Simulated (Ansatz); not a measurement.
CsCl-type GaNi, treated with r²SCAN-D4 in Ansatz (plane waves, PAW).

Numerical settings: plane-wave cutoff 500 eV, 20×20×20 k mesh, Fermi–Dirac smearing 0.1 eV, no spin polarisation, scalar-relativistic PAW data made under PBE.

Computed at the level's own relaxed cell.

**Question.** What does this level give for the equilibrium volume per atom and lattice constant a?

**Answer.** 
equilibrium volume per atom: 11.79 Å³/atom
lattice constant a: 2.867 Å

The run finds no gap.

The computed numbers hold no vibrational or temperature effects.

Ansatz is a program for electronic structure.
